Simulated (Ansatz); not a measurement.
## NiO: strain tensor (xx, yy, zz, yz, xz, xy) = (+0.77, −0.25, +2.40, +0.48, +1.48, −0.80) %

The reference is NiO in the rock salt structure (space group Fm-3m, No. 225; a = 4.1906 Å; ferromagnetic). Axes: x, y, z lie along the cube axes.

Perturbation: strain tensor (xx, yy, zz, yz, xz, xy) = (+0.77, −0.25, +2.40, +0.48, +1.48, −0.80) %, atoms relaxed at fixed cell.

Calculations: Ansatz (a program for electronic structure) r2SCAN, scalar-relativistic without spin-orbit coupling, earlier PAW set. Γ-centred 13×13×13 mesh, Fermi–Dirac width 0.05 eV.

| quantity | base | changed | shift |
|---|---|---|---|
| volume per atom | 9.20 Å³ | 9.47 Å³ | +0.27 Å³ |
| space group | Fm-3m (No. 225) | P-1 (No. 2) | – |
| shortest interatomic distance | 2.095 Å | 2.090 Å | -0.005 Å |
| energy relative to the base (free energy F) | 0 meV/atom | +10 meV/atom | +10 meV/atom |
| pressure (mean of the normal stresses, compression positive) | 0.0 GPa | -5.6 GPa | -5.6 GPa |
| band gap | 0.85 eV | 0.80 eV | -0.05 eV |
| gap character | – | indirect, Y → Γ | – |
| smallest direct gap | 1.74 eV | 1.61 eV | -0.13 eV |
| electron mass | – | 1.5 mₑ along x, 2.4 mₑ along y, 0.29 mₑ along z (at Γ) | – |
| magnetic state | ferromagnetic | ferromagnetic | – |
| largest site moment | 1.67 μB | 1.67 μB | 0.00 μB |
| stress (xx, yy, zz, yz, xz, xy; compression positive) | – | (-5.3, -3.1, -8.5, -0.7, -2.4, 1.3) GPa | – |

Final structure:

```yaml
crystal:
  lattice:
    - [0.01425, 2.10000, 2.15552]
    - [2.14243, -0.00681, 2.17658]
    - [2.09466, 2.07328, 0.04096]
  atoms:
    - { symbol: O, position: [0.00000, 0.00000, 0.00000] }
    - { symbol: Ni, position: [0.50000, 0.50000, 0.50000] }
```

Masses are band curvatures over ±0.01 Å⁻¹ around the edge. No phonon test of stability was made. No Hubbard U is applied and the magnetic state is the run's own (NiO ferromagnetic); small cells can't hold the antiferromagnetic order that many such compounds have, so gaps and moments can be off. Where the two band edges lie in opposite spin channels, the gap is a spin-flip gap. In its common phase, real NiO is an antiferromagnetic insulator at low temperature. k-point labels follow each cell's own Brillouin zone.
